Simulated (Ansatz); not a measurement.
## CuI: response to strain

Start from CuI (space group P-3m1, No. 164; a cell from a computed database, its experimental status unchecked; layered, stacked along the Cartesian z axis).

```
CELL_PARAMETERS angstrom
      4.09469     0.00000     0.00000
     -2.04734     3.54611     0.00000
      0.00000     0.00000     7.20959
ATOMIC_POSITIONS crystal
  Cu 0.66667 0.33333 0.59263
  Cu 0.33333 0.66667 0.40737
  I  0.33333 0.66667 0.76443
  I  0.66667 0.33333 0.23557
```

Cartesian axes are those of the cell as printed.

Strains are applied to the cell and any free atomic positions relax; under biaxial strain the out-of-plane vector relaxes too.

The values are results of Kohn–Sham DFT with the r2SCAN+rVV10 functional, run in Ansatz (a program for electronic structure) with PAW and 500 eV plane waves, no spin-orbit coupling, earlier PAW set, not measurements.

| biaxial strain, plane normal [001], relaxed out of plane (%) | out-of-plane strain (%) |
|---|---|
| -4.33 | 2.10 |
| -3.94 | 1.90 |
| -1.52 | ? |
| -0.26 | 0.11 |
| 0 | 0.00 |

Question: Fit ε⊥ = −νε + γε² (strains in %) to the rows shown and predict the withheld row.

Answer: Least squares on the printed values gives ν = 0.44 (the biaxial Poisson response) and γ = 0.011 (largest residual 0.00 %); this predicts 0.69 %, and the run gives 0.71 %, 0.02 higher.

No phonon test of stability was made. The final runs are not spin-polarised. This is not the structure that CuI has at room temperature and ambient pressure.
